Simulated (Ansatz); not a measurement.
Output of an Ansatz run (abridged):

```
WARN ansatz: RAYON_NUM_THREADS=1 ignored (pool sized by the plan → 1); use --threads N
Pseudopotentials: kind: paw
Pseudopotential: Zn, paw, valence charge 12
Pseudopotential: Ag, paw, valence charge 19
Pseudopotential: Sn, paw, valence charge 14
Pseudopotential: S, paw, valence charge 6
Crystal: 8 atoms, lattice volume = 186.434 Å³
Basis set: ecut = 420 eV, 3629 PW (Γ), exchange–correlation on 100×100×100 points (8 copies of the dense FFT grid, shifted against one another)
Bands: 53, of which v1, the nominal top of the filled ones, is band 44 counted from 1 (43 counted from 0)
Symmetry: 4 space group operations
Space group: Fmm2 (ITA 42), of the structure as read, at distance tolerance 5.7e-5 Å
k-points: 27 of 125 (time reversal used)
PAW frozen core: Zn, regenerated for the run's functional, and the local potential with it
PAW frozen core: Ag, regenerated for the run's functional, and the local potential with it
PAW frozen core: Sn, regenerated for the run's functional, and the local potential with it
PAW frozen core: S, regenerated for the run's functional, and the local potential with it
Initial density: superposition of atomic densities (neutral atoms: chi_scale 0, normalization atom), corrected by the library's trained network
Initial wavefunctions: pseudopotential atomic-orbital guess
Eigensolver: davidson
Functional: x = pbesol(κ = 0.804, μ = 0.12345679012345678), c = pbesol(β = 0.046)
SCF iter   1: F=—  HF=-27817.667948 eV  |F-HF|=—  |Δ(HF+E_count)|=         —  Δρ=5.11e-3  dr2=5.96e-2  ethr=1.77e-3  ⟨swp⟩=7.0  Hψ=5930  notcnv=0
all-band conjugate gradients solve this SCF's bands
preconditioner: auto → Resta (q_TF=auto, 2.407 Å⁻¹)
SCF iter   2: F=—  HF=-27817.652683 eV  |F-HF|=—  |Δ(HF+E_count)|=   1.53e-2  Δρ=1.68e-3  dr2=8.12e-3  ethr=6.78e-5  ⟨swp⟩=2.2  Hψ=2641  notcnv=0  defer=84
SCF iter   3: F=—  HF=-27817.650878 eV  |F-HF|=—  |Δ(HF+E_count)|=   1.80e-3  Δρ=8.37e-4  dr2=1.28e-3  ethr=9.23e-6  ⟨swp⟩=2.5  Hψ=2286  notcnv=0  defer=84
SCF iter   4: F=—  HF=-27817.650634 eV  |F-HF|=—  |Δ(HF+E_count)|=   2.44e-4  Δρ=3.36e-4  dr2=2.20e-4  ethr=1.46e-6  ⟨swp⟩=2.0  Hψ=2229  notcnv=0  defer=84
SCF iter   5: F=—  HF=-27817.650668 eV  |F-HF|=—  |Δ(HF+E_count)|=   3.43e-5  Δρ=1.58e-4  dr2=5.92e-5  ethr=2.50e-7  ⟨swp⟩=2.1  Hψ=1977  notcnv=0  defer=84
SCF iter   6: F=—  HF=-27817.650697 eV  |F-HF|=—  |Δ(HF+E_count)|=   2.89e-5  Δρ=5.52e-5  dr2=4.83e-6  ethr=6.72e-8  ⟨swp⟩=2.0  Hψ=2073  notcnv=0  defer=84
SCF iter   7: F=—  HF=-27817.650704 eV  |F-HF|=—  |Δ(HF+E_count)|=   6.36e-6  Δρ=1.06e-5  dr2=2.96e-7  ethr=5.48e-9  ⟨swp⟩=2.0  Hψ=2236  notcnv=0  defer=84
SCF iter   8: F=-27817.650704 eV  HF=-27817.650704 eV  |F-HF|=4.49e-8  |Δ(HF+E_count)|=   2.19e-7  Δρ=4.02e-6  dr2=2.90e-8  ethr=1.14e-10  ⟨swp⟩=10.9  Hψ=6530  notcnv=0
SCF 1 converged in 8 iterations: F = -27817.650704 eV  dr2 = 2.90e-8
SCF converged after 8 iterations
Free energy (F): -27817.650704 eV
Harris-Foulkes:  -27817.650704 eV  (|F-HF|=4.49e-8)
Internal energy: -27817.650695 eV  (E = F + TS)
E sigma→0 (E₀):  -27817.650700 eV
Entropy (-TS):   -0.000009 eV (-0.001 meV/atom)
Fermi energy:    7.059668 eV
--- Per-component energies (eV) ---
  E_band       = -922.471763
  E_kinetic    = 1796.334649
  E_local      = -10359.617902  (includes V_loc(G=0)·N_el)
  E_nonlocal   = 869.778815
  E_hartree    = 4668.244027
  E_xc         = -1260.656487
  E_vxc        = -959.952337  (∫ρ·V_xc dr)
  E_paw        = -15869.850155  (= ΣΔE_a)
  E_vpaw       = -1605.510676  (= ΣTr[D̂ρ^β])
  E_aug_tail   = 0.000220  (compensation charges beyond the density's cutoff)
  E_ewald      = -7663.859332
  E_core_change = 1.975470  (= ΣΔE_core)
  E_smearing   = -0.000009  (= −TS)
  E_closure    = 0.000000  (closes the sum)
  Σ components = -27817.650704   (vs F -27817.650704, Δ=0.00e0)
--- Forces (eV/Å), atoms counted from 1 ---
  atom   1  Zn     0.00000000    -0.00000000    -0.28643534
  atom   2  Ag     0.00000000    -0.00000000     0.02344353
  atom   3  Ag     0.00000000    -0.00000000     0.02344353
  atom   4  Sn     0.00000000    -0.00000000    -0.12939539
  atom   5  S     -0.09382362     0.09382362    -0.03224889
  atom   6  S      0.00989650     0.00989650     0.21672037
  atom   7  S      0.09382362    -0.09382362    -0.03224889
  atom   8  S     -0.00989650    -0.00989650     0.21672037
  max |Σ_I F_I| component: 6.99e-7 eV/Å
--- Stress (GPa, compression-positive) ---
       -2.504707       0.181271      -0.000000
        0.181271      -2.504707       0.000000
       -0.000000       0.000000      -2.769079
  P = ⅓ Tr σ = -2.5928 GPa (-25.928 kbar)
  The stress holds the Pulay correction. Without it, at fixed plane waves, as pw.x and ABINIT print it: P = -2.6290 GPa
--- Band table (eV; the first three rows and the last of 27) ---
  k-point 0: bands = ["-83.5321", "-83.5320", "-47.0769", "-47.0761", "-47.0750", "-47.0742", "-47.0414", "-47.0411", "-14.8793", "-14.8765", "-14.8617", "-14.8066", "-14.7751", "-6.6514", "-5.4470", "-5.4153", "-5.3189", "-0.5904", "0.2827", [...]
  k-point 1: bands = ["-83.5321", "-83.5320", "-47.0764", "-47.0763", "-47.0753", "-47.0741", "-47.0413", "-47.0412", "-14.8795", "-14.8766", "-14.8620", "-14.8064", "-14.7748", "-6.4780", "-5.5856", "-5.4353", "-5.3854", "-0.5333", "0.2820", [...]
  k-point 2: bands = ["-83.5320", "-83.5320", "-47.0770", "-47.0756", "-47.0756", "-47.0740", "-47.0413", "-47.0412", "-14.8796", "-14.8768", "-14.8625", "-14.8062", "-14.7743", "-6.1664", "-5.7311", "-5.5169", "-5.4890", "-0.5261", "0.2854", [...]
  k-point 26: bands = ["-83.5321", "-83.5320", "-47.0768", "-47.0760", "-47.0750", "-47.0743", "-47.0414", "-47.0411", "-14.8794", "-14.8765", "-14.8619", "-14.8065", "-14.7749", "-6.4069", "-5.6611", "-5.5111", "-5.3559", "-0.5622", "0.2544", [...]
```

The structure:

```
CELL_PARAMETERS angstrom
     -2.77495     2.77495     6.05277
      2.77495    -2.77495     6.05277
      2.77495     2.77495    -6.05277
ATOMIC_POSITIONS crystal
  Zn 0.00413 0.00413 0.00000
  Ag 0.75000 0.25000 0.50000
  Ag 0.25000 0.75000 0.50000
  Sn 0.50000 0.50000 0.00000
  S  0.63948 0.12892 0.00000
  S  0.87108 0.87108 0.51056
  S  0.12892 0.63948 0.00000
  S  0.36052 0.36052 0.48944
```

### Question
What input produced this log?

### Answer
Other spellings and defaults could give the same log, and not every line can be read from it. The input that was run (DFT, PBEsol, plane waves, default PAW files made with PBE):

Ansatz 0.2 input:
```yaml
# ZnAg2SnS4
crystal:
  lattice:
    - [-2.774951, 2.774951, 6.052774]
    - [2.774951, -2.774951, 6.052774]
    - [2.774951, 2.774951, -6.052774]
  atoms:
    - { symbol: Zn, position: [0.004130, 0.004130, 0.000000] }
    - { symbol: Ag, position: [0.750000, 0.250000, 0.500000] }
    - { symbol: Ag, position: [0.250000, 0.750000, 0.500000] }
    - { symbol: Sn, position: [0.500000, 0.500000, 0.000000] }
    - { symbol: S, position: [0.639480, 0.128920, 0.000000] }
    - { symbol: S, position: [0.871080, 0.871080, 0.510560] }
    - { symbol: S, position: [0.128920, 0.639480, 0.000000] }
    - { symbol: S, position: [0.360520, 0.360520, 0.489440] }
basis:
  ecutwfc: 420.0
kpoints:
  mp_grid: { grid: [5, 5, 5] }
hamiltonian:
  xc: pbesol
  pseudopotentials: { kind: paw }
scf:
  occupations: { method: fermi_dirac, width: 0.01 }
output:
  forces: true
  eigenvalues: true
  stress: true
```

The starting cell comes from a database of computed structures (which also holds hypothetical and non-ambient phases and stackings), without a prior relaxation at this level. Its lattice was rescaled by up to half a per cent. One atom was moved a little off its site on purpose. Ansatz's pressure includes its estimate of the finite-basis (Pulay) stress.

Ansatz is an electronic-structure program.
